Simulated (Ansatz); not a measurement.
Cubic perovskite SrVO3, treated with r²SCAN (Ansatz, a first-principles code, PAW).

Input file:

Ansatz 0.2 input:
```yaml
crystal:
  lattice:
    - [3.838, 0.0, 0.0]
    - [0.0, 3.838, 0.0]
    - [0.0, 0.0, 3.838]
  atoms:
    - { symbol: Sr, position: [0.0, 0.0, 0.0] }
    - { symbol: V, position: [0.5, 0.5, 0.5] }
    - { symbol: O, position: [0.5, 0.0, 0.5] }
    - { symbol: O, position: [0.0, 0.5, 0.5] }
    - { symbol: O, position: [0.5, 0.5, 0.0] }
basis:
  ecutwfc: 560
  ecutrho_ratio: 4
  xc_grid: 3
kpoints:
  mp_grid: { grid: [14, 14, 14] }
hamiltonian:
  xc: r2scan
  dispersion: none
  pseudopotentials: { kind: paw }
scf:
  occupations: { method: fermi_dirac, width: 0.05 }
  convergence: { dr2_threshold: 0.0000000005 }
output:
  forces: true
  stress: true
  eigenvalues: true
```

Question: How many irreducible k-points, plane waves at Γ does the program set up, and what pressure does the run end with?

Answer: 120 irreducible k-points, 1743 plane waves at Γ; P = -1.55 GPa, so the cell is stretched on average and its volume would shrink at this level.

Output (set-up and result lines):

```
Crystal: 5 atoms, lattice volume = 56.535 Å³
Basis set: ecut = 560 eV, 1743 PW (Γ), exchange–correlation on 90×90×90 points (27 copies of the dense FFT grid, shifted against one another)
Bands: 26, of which v1, the nominal top of the filled ones, is band 21 counted from 1 (20 counted from 0)
Symmetry: 48 space group operations
Space group: Pm-3m (ITA 221), of the structure as read, at distance tolerance 3.8e-5 Å
k-points: 120 of 2744
Functional: x = r2scan, c = r2scan; τ floored in thin density (d = 2e-4 eV/Å³)
SCF iter   1: F=—  HF=-8185.145714 eV  |F-HF|=—  |Δ(HF+E_count)|=         —  Δρ=2.17e-2  dr2=2.99e-1  dr2_τ=2.43e-1
SCF iter   2: F=—  HF=-8185.282935 eV  |F-HF|=—  |Δ(HF+E_count)|=   1.37e-1  Δρ=9.18e-3  dr2=2.27e-2  dr2_τ=1.04e-2
  ...
SCF iter   9: F=—  HF=-8185.281366 eV  |F-HF|=—  |Δ(HF+E_count)|=   5.30e-8  Δρ=4.49e-6  dr2=1.45e-8  dr2_τ=2.57e-10
SCF iter  10: F=-8185.281366 eV  HF=-8185.281366 eV  |F-HF|=3.55e-11  |Δ(HF+E_count)|=   1.00e-9  Δρ=4.16e-7  dr2=8.67e-11  dr2_τ=2.06e-11
SCF 1 converged in 10 iterations: F = -8185.281366 eV  dr2 = 8.67e-11
SCF converged after 10 iterations
Free energy (F): -8185.281366 eV
Internal energy: -8185.264779 eV  (E = F + TS)
E sigma→0 (E₀):  -8185.273072 eV
Fermi energy:    12.487324 eV
--- Forces (eV/Å), atoms counted from 1 ---
  atom   1  Sr    -0.00000000     0.00000000     0.00000000
  atom   2  V      0.00000000    -0.00000000     0.00000000
  atom   3  O      0.00000000    -0.00000000     0.00000000
  atom   4  O      0.00000000    -0.00000000    -0.00000000
  atom   5  O      0.00000000    -0.00000000    -0.00000000
--- Stress (GPa, compression-positive) ---
       -1.548735       0.000000       0.000000
        0.000000      -1.548735       0.000000
       -0.000000       0.000000      -1.548735
  P = ⅓ Tr σ = -1.5487 GPa (-15.487 kbar)
```

The PAW data were made under PBE.

Note: cell and atoms aren't relaxed at this level (pressure -1.5 GPa).
